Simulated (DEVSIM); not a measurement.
Device: Ni/SiO2/p-Ge capacitor, at 300 K.

| layer (left to right) | material | thickness (nm) | Na (cm⁻³) |
|---|---|---|---|
| 1 | SiO2 | 35.0 | - |
| 2 | Ge | 1200 | 2.5e17 |

Metal gate on the left, work function 5.1 eV. Fixed charge at the semiconductor interface 0 cm⁻² (in units of +e); no interface traps.

The device is made up for the run: typed textbook-type constants, with dimensions and the other settings drawn at random. Values at 300 K.

```
parameter      SiO2       Ge
-------------  ----  -------
gap (eV)          9    0.664
affinity (eV)   0.9        4
permittivity    3.9       16
Nc (cm⁻³)         -  1.04e19
Nv (cm⁻³)         -     6e18
```

DEVSIM, 1D Poisson equation in equilibrium, Boltzmann statistics, complete ionisation; no quantum confinement or tunnelling. Metal contacts follow the ideal Schottky-Mott rule: no Fermi-level pinning, no interface dipoles.

The SiO2 thickness was swept, all else fixed.

| SiO2 thickness (μm) | minimum of the low-frequency capacitance (μF/cm²) | capacitance of the dielectric stack (μF/cm²) |
|---|---|---|
| 0.014 | 0.133 | 0.247 |
| 0.019 | 0.111 | 0.182 |
| 0.025 | ___ | 0.138 |
| 0.03 | 0.0825 | 0.115 |
| 0.035 | 0.0733 | 0.0987 |
| 0.042 | 0.0638 | 0.0822 |

Question: Fill in the missing entries.

Answer: 
- 0.025, minimum of the low-frequency capacitance (μF/cm²): 0.0931
